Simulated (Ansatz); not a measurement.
**Quick settings and what they miss: LaSi2 (I4_1/amd, 6 atoms in the cell)**

Self-consistent single point.

```
LaSi2
1.0
   -2.21282     2.21282     6.86293
    2.21282    -2.21282     6.86293
    2.21282     2.21282    -6.86293
La Si
2 4
Direct
  0.50000   0.50000   0.00000
  0.25000   0.75000   0.50000
  0.83577   0.33577   0.50000
  0.08577   0.08577   0.00000
  0.91423   0.91423   0.00000
  0.66423   0.16423   0.50000
```

Method of the run: PBEsol, PAW files made with PBE (plane waves; Ansatz, an electronic-structure program).

Base settings: basis.ecutwfc = 420 eV; kpoints.mp_grid.grid = 7 7 7; hamiltonian.xc = pbesol; hamiltonian.pseudopotentials = {kind: paw} (the program's default PAW files); scf.occupations.method = fermi_dirac; scf.occupations.width = 0.1 eV.

Tight run (finer mesh or higher cutoff; not a proven limit): basis.ecutwfc: 420 eV → 590 eV; kpoints.mp_grid.grid: 7 7 7 → 10 10 10; scf.convergence.dr2_threshold: default (1e-07 eV) → 1e-09 eV. It gave Fermi level (on the code's own zero) 10.38 eV; pressure -4.45 GPa; largest force (vector length) 0.004 eV/Å.

Quick runs, as changes from the base:
- A: the base itself
- B: basis.ecutwfc: 420 eV → 210 eV; kpoints.mp_grid.grid: 7 7 7 → 4 4 4; scf.occupations.method: fermi_dirac → methfessel_paxton; scf.occupations.width: 0.1 eV → 0.272 eV; kpoints.mp_grid.shift: default → 0.5 0.5 0.5
- C: kpoints.mp_grid.grid: 7 7 7 → 4 4 4; kpoints.mp_grid.shift: default → 0.5 0.5 0.5
- D: basis.ecutwfc: 420 eV → 335 eV; kpoints.mp_grid.grid: 7 7 7 → 2 2 2; hamiltonian.xc: pbesol → lda; scf.occupations.width: 0.1 eV → 0.2 eV; scf.convergence.dr2_threshold: default (1e-07 eV) → 0.001 eV [LDA (PW92)]
- E: basis.ecutwfc: 420 eV → 210 eV; kpoints.mp_grid.grid: 7 7 7 → 8 8 8; hamiltonian.xc: pbesol → lda; scf.occupations.method: fermi_dirac → gaussian; scf.occupations.width: 0.1 eV → 0.272 eV [LDA (PW92)]
- F: basis.ecutwfc: 420 eV → 210 eV; kpoints.mp_grid.grid: 7 7 7 → 2 2 2; scf.occupations.width: 0.1 eV → 0.136 eV

Energies are extrapolated to zero smearing width, which holds to low order in the width alone.

Dashes: energy of D, E, another energy zero.

† marks runs with another functional, U, potentials or spin treatment: their distance from the tight run is not a convergence error alone.

The count of work is k-points × plane waves × bands × iterations; it is no time. 

Pressures in the table are Ansatz's without its Pulay estimate, at a fixed set of plane waves; the tight run's value above holds the estimate.

The starting cell comes from a database of computed structures (which also holds hypothetical and non-ambient phases and stackings), without a prior relaxation at this level. Its lattice was rescaled by a random factor within 2.5 % of one. In the base run, with a pressure of about -4 GPa the cell is away from its equilibrium volume at this level.

| run | energy less tight (meV/atom) | pressure less tight (GPa) | largest miss in a force vector (eV/Å) | count of work / tight |
|---|---|---|---|---|
| A | -1.3 | 0.08 | 0.033 | 0.21 |
| B | 325.2 | -7.07 | 0.083 | 0.020 |
| C | 8.4 | -0.27 | 0.100 | 0.058 |
| D† | – | -1.23 | 0.841 | 0.011 |
| E† | – | -8.39 | 0.006 | 0.11 |
| F | 226.2 | -6.23 | 0.902 | 0.0075 |

Among the runs at the tight run's level, the energy misses run from 1.3 to 325.2 meV/atom.

Keys are those of Ansatz 0.2.
